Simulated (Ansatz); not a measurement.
# NaI: band gap against strain

NaI (rock salt, Fm-3m, 32.800 Å³/atom at rest) under an equal strain ε in the (001) plane with the normal axis free, as in a coherent film. PBEsol in Ansatz, a plane-wave DFT program (PAW, default set), 420 eV, 9×9×9 Γ-centred mesh, Fermi-Dirac smearing 0.05 eV; ions are relaxed within the symmetry of each cell. Gaps are the smallest over the k-mesh and a band path, without spin-orbit coupling; in all rows the valence edge lies at Γ and the conduction edge at Γ.

Here s stands for strain and Eg for gap.

```
strain (%)  gap (eV)
----------  --------
0.00           3.596
0.50           3.571
1.00           3.548
1.50           3.525
3.00               ?
```

**Question.** Using a straight line, estimate the missing Eg at s = 3.00 from the other rows, showing the fit.

**Answer.** Means: s 0.75000, Eg 3.5600. About the means, the sum of products is -0.059000 and the sum of squares of s is 1.2500; the slope is their ratio. Least squares gives Eg = 3.5954 - 0.04720·s. Residuals (row less fit): 0.0006, -0.0008, -0.0002, 0.0004; standard error 0.0008 (degrees of freedom: 2). Over these rows the gap moves by -4.7 ± 0.07 eV per unit strain. At the withheld row, Eg = 3.5954 - 0.04720 × 3.0 = 3.4538 eV. The calculation gives 3.460 eV, 0.0062 eV above the prediction (4.6 % of the range of Eg in the table). The row lies outside the fitted rows, so this is an extrapolation. From the scatter of the fitted rows alone, a prediction at this place has a standard error of 0.0018 eV, so the miss is 3.4 times that.

One order more, fitted to all 7 runs of the series, follows each within 0.001, so the miss is the next term of a smooth law. Spin-orbit coupling is left out, which can shift this property for NaI. Rows are the converged runs of the series near zero and its far end; series whose fitted rows scatter by over a few per cent of the range, as at a crossing or softening among them, aren't shown in this form. Most that stay on the fit to the last digits aren't either.
